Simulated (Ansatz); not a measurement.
**Migration barriers: Si-vacancy pair in wurtzite AlN, charge state -2**

Consider Si-vacancy pair (Si on one host Al site, one Al site vacant) in wurtzite AlN, charge state -2. The numbers are results of PBE, PAW (plane waves to 420 eV; Ansatz, a quantum-chemistry and plane-wave program), not measurements.

Cell of 72 host sites held at the relaxed PBE lattice; the Γ point alone; Fermi-Dirac width 0.01 eV, spin-restricted; finite-size errors left in. No zero-point or tunnelling terms. The charge state is imposed; whether it is stable for some Fermi level was not computed. Forms of the defect that were not tried may lie lower.

Barriers: single points on a 2×2×2 k-point mesh shifted by half a step along c at the bands' geometries (they differ from the bands' own by up to 0.19 eV, and are uncertain by about as much).

```tsv
Route	Start site over the lowest site run (eV)	Hop (Å)	Forward barrier (eV)	Backward barrier (eV)	Neighbours at the start	Neighbours at the saddle	Saddle order	Forward, on the band's own sampling (eV)
one Al atom jumps into the vacancy from a nearby Al site (Si-vacancy distance between ideal sites 3.09 Å throughout)	0.00	3.06	2.20	2.20	N at 1.84, N at 1.89, N at 1.90, N at 1.93 Å	N at 1.82, 2 N at 2.17, 2 N at 2.24 Å	not checked, on a symmetry element	2.39
one Al atom jumps into the vacancy from a nearby Al site (Si-vacancy distance between ideal sites 3.09 → 5.40 Å)	0.00	3.03	2.21	1.67	N at 1.80, 2 N at 1.92, N at 1.94 Å	N at 1.77, N at 2.16, N at 2.20, N at 2.23, N at 2.29 Å	not checked	2.39
```

Paths come from climbing-image nudged elastic band runs.  A band can be held on a symmetry element, so unchecked saddle points there may be too high. A further band (one Al atom jumps into the vacancy from a nearby Al site (Si-vacancy distance between ideal sites 3.09 → 5.91 Å), 3.06 Å) gave 2.39 eV forward on its own sampling, 2.39 eV above the lowest site run, but a shoulder points to a second hump between its images, so it is not taken as a result.
